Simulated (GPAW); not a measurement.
Band structure of Te2Ru (Pnnm, 6 atoms in the cell).

```xyz
6
Lattice="5.2760 0.0000 0.0000 0.0000 6.3712 0.0000 0.0000 0.0000 3.9997" Properties=species:S:1:pos:R:3 pbc="T T T"
Te     1.1597     2.3376     0.0000
Te     4.1163     4.0335     0.0000
Te     3.7977     0.8479     1.9999
Te     1.4783     5.5232     1.9999
Ru     0.0000     0.0000     0.0000
Ru     2.6380     3.1856     1.9999
```

Computed with PBEsol, GPAW PAW datasets PBEsol (made by gpaw-setup) (plane waves; GPAW).

Settings: mode = pw; ecut = 600 eV; xc = PBEsol; kpts = 3 3 4; mesh shift (steps) = 0 0 0; occupations.name = fermi-dirac; occupations.width = 0.01 eV; nbands = -4; convergence.density = 1e-05 e/electron; convergence.bands = -2; symmetry.symmorphic = false; symmetry.tolerance = 0.0005; maxiter = 100; bandpath_npoints = 40.

The starting cell comes from a database of computed structures (which also holds hypothetical and non-ambient phases and stackings), without a prior relaxation at this level. Its lattice was rescaled by a random factor within 2.5 % of one. Spin-orbit coupling is off.

Problem. Predict the gap along the standard path and the places of the band edges.

Solution. The gap along the path is 0.28 eV, from a point between Y and Γ to U; the smallest direct gap on it is 1.08 eV.

Levels in eV from the top of the valence band on the SCF mesh, bands 25 to 32:
| point | 25 | 26 | 27 | 28 | 29 | 30 | 31 | 32 |
|---|---|---|---|---|---|---|---|---|
| Γ | -1.68 | -1.50 | -0.94 | -0.66 | 0.86 | 0.99 | 2.40 | 3.25 |
| X | -1.47 | -1.47 | -1.39 | -1.39 | 1.14 | 1.14 | 1.55 | 1.55 |
| S | -1.39 | -1.39 | -1.27 | -1.27 | 1.05 | 1.05 | 1.28 | 1.28 |
| Y | -1.24 | -1.24 | -0.39 | -0.39 | 1.24 | 1.24 | 2.03 | 2.03 |
| Z | -1.35 | -1.35 | -0.83 | -0.83 | 0.61 | 0.61 | 2.49 | 2.49 |
| U | -2.19 | -2.19 | -1.37 | -1.37 | 0.28 | 0.28 | 2.12 | 2.12 |
| R | -1.34 | -1.34 | -1.08 | -1.08 | 0.98 | 0.98 | 1.98 | 1.98 |
| T | -1.26 | -1.26 | -0.88 | -0.88 | 0.96 | 0.96 | 2.19 | 2.19 |
